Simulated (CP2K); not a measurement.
Input and output of a self-consistent single point for SrAuO₂ (P1, 8 atoms in the cell) (CP2K).

Method of the run: LDA (Pade form), GPW, DZVP-MOLOPT-SR-GTH basis, GTH-PADE potentials (GTH_POTENTIALS) run with CP2K.

The change in words: lattice scaled by 0.98. Reference geometry:
```yaml
crystal:
  lattice:
    - [6.13774, 0.00000, 0.00000]
    - [-1.95020, 5.81968, 0.00000]
    - [-0.00116, -0.00161, 3.67160]
  atoms:
    - { symbol: Sr, position: [0.50063, 0.02260, 0.99191] }
    - { symbol: Sr, position: [0.01289, 0.50479, 0.01435] }
    - { symbol: Au, position: [0.00292, 0.99796, 0.51409] }
    - { symbol: Au, position: [0.50713, 0.50055, 0.48735] }
    - { symbol: O, position: [0.68893, 0.28408, 0.47048] }
    - { symbol: O, position: [0.30783, 0.71523, 0.51589] }
    - { symbol: O, position: [0.72707, 0.73102, 0.80805] }
    - { symbol: O, position: [0.25261, 0.24378, 0.19789] }
```

Reference input (self-consistent single point, DFT LDA (Pade form), GPW, DZVP-MOLOPT-SR-GTH basis, GTH-PADE potentials (GTH_POTENTIALS)): CUTOFF = 500 Ry; REL_CUTOFF = 60 Ry; KPOINTS/SCHEME = MONKHORST-PACK 3 3 5; XC_FUNCTIONAL = PADE; Sr/BASIS_SET = DZVP-MOLOPT-SR-GTH-q10; Sr/POTENTIAL = GTH-PADE-q10; Au/BASIS_SET = DZVP-MOLOPT-SR-GTH-q11; Au/POTENTIAL = GTH-PADE-q11; O/BASIS_SET = DZVP-MOLOPT-SR-GTH-q6; O/POTENTIAL = GTH-PADE-q6; METHOD = GPW; EPS_DEFAULT = 1e-10. This run's input differs from it in these lines:

```diff
@@ -59,5 +59,5 @@
     &CELL
-      A 6.13774500 0.00000000 0.00000000
-      B -1.95020000 5.81967600 0.00000000
-      C -0.00116100 -0.00161300 3.67159900
+      A 6.01499000 0.00000000 0.00000000
+      B -1.91119600 5.70328300 0.00000000
+      C -0.00113700 -0.00158000 3.59816700
       PERIODIC XYZ
```

Log, with long lists cut:

```
 SCF WAVEFUNCTION OPTIMIZATION

  Step     Update method      Time    Convergence         Total energy    Change
     1 NoMix/Diag. 0.20E+00      -     1.81845017      -192.6807628674 -1.93E+02
     2 Broy./Diag. 0.20E+00      -     0.12568103      -190.6300942110  2.05E+00
     3 Broy./Diag. 0.20E+00      -     0.25942777      -192.3765213019 -1.75E+00
     4 Broy./Diag. 0.20E+00      -     0.03908093      -193.8765531713 -1.50E+00
     5 Broy./Diag. 0.20E+00      -     0.05455867      -192.3792538357  1.50E+00
     6 Broy./Diag. 0.20E+00      -     0.01729946      -191.8699237350  5.09E-01
   [... 19 lines left out ...]
    26 Broy./Diag. 0.20E+00      -     0.00000032      -192.2719618761  9.61E-06
    27 Broy./Diag. 0.20E+00      -     0.00000028      -192.2719662727 -4.40E-06
    28 Broy./Diag. 0.20E+00      -     0.00000016      -192.2719674541 -1.18E-06
    29 Broy./Diag. 0.20E+00      -     0.00000010      -192.2719654822  1.97E-06
  *** SCF run converged in    29 steps ***

  Overlap energy of the core charge distribution:               0.00000035204570
  Self energy of the core charge distribution:               -397.29394438901539
  Core Hamiltonian energy:                                    108.69133231830662
  Hartree energy:                                             129.13803697460872
  Exchange-correlation energy:                                -32.80739073816083

  Total energy:                                              -192.27196548221517

                     Mulliken Population Analysis

 #  Atom  Element  Kind  Atomic population                           Net charge
       1     Sr       1          8.798803                              1.201197
       2     Sr       1          8.802569                              1.197431
   [... lines left out ...]

 STRESS| Analytical stress tensor [bar]
 STRESS|                        x                   y                   z
 STRESS|      x        2.75280672155E+04  -3.08577474072E+04   2.44419759315E+04
 STRESS|      y       -3.08577474072E+04   3.00063862467E+03   3.67741921017E+04
 STRESS|      z        2.44419759315E+04   3.67741921017E+04  -4.86169102932E+03
 STRESS| 1/3 Trace                                             8.55567160362E+03
```

The run converged in 29 iterations. Against the reference run the free energy goes down by 16.4 meV/atom, the pressure goes from -5.89 to 0.86 GPa, the largest force goes from 2.168 to 2.606 eV/Å and the gap on the mesh goes from 1.612 to 1.750 eV.

The starting cell comes from a database of computed structures (which also holds hypothetical and non-ambient phases and stackings), without a prior relaxation at this level. Its atoms were displaced at random from the sites of space group no. 12. For this run, on top of that: lattice scaled by 0.98. Spin-orbit coupling is off. Values carry the incompleteness of an atom-centred basis. Forces in this geometry exceed 1 eV/Å.

Cost on one core of a shared machine: roughly 60 s.
